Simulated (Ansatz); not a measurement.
## Phonon-limited transport in YPd₃ (Pm-3m)

Given:

```xyz
4
Lattice="4.0561 0.0000 0.0000 0.0000 4.0561 0.0000 0.0000 0.0000 4.0561" Properties=species:S:1:pos:R:3 pbc="T T T"
Y      0.0000     0.0000     0.0000
Pd     2.0281     2.0281     0.0000
Pd     0.0000     2.0281     2.0281
Pd     2.0281     0.0000     2.0281
```

The numbers are results of PBEsol, DFPT electron-phonon coupling, linearised Boltzmann equation (plane waves, PAW, scalar-relativistic; Ansatz, a first-principles code), not measurements. Geometry: relaxed with this functional, without spin-orbit coupling.

The resistivity at 300 K is 10.7 μΩ·cm and the drude plasma energy comes out as 4.6 eV.

A metal at this level (no band gap). Only scattering by harmonic phonons is included (no impurities, grain boundaries, electron-electron scattering or thermal expansion). Spin-orbit coupling is left out. Halving the electron mesh (20x20x20) moves the resistivity by up to 7 % at 300 K. Smearing 0.20 eV; phonons on a 4x4x4 q mesh, which this run doesn't test.

Formula and space group known from diffraction (Crystallography Open Database), not checked to be the room-temperature form: YPd3 (Pm-3m).
